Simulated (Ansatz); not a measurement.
**The (21-33) surface of hcp Ti in its 1x1 cell, outermost plane spacing 0.14 Å in the ideal cut**

Computed with r2SCAN, at the PBE geometry (plane waves to 500 eV, PAW; Ansatz, a quantum-chemistry and plane-wave program).

Set-up: 26 atoms, 9.9 Å thick at the start (thin: gaps and levels are the slab's own); mesh 7x5x1; 0.1 eV smearing; dipole correction on; single point; on the structure that PBE left under its start's symmetry; no spin, no spin-orbit, no U.

```yaml
surface energy (mean of both faces): 2.25 J/m²
work_function_of_the_top_face: 3.79 eV
cost: very roughly 10 core-minutes
```
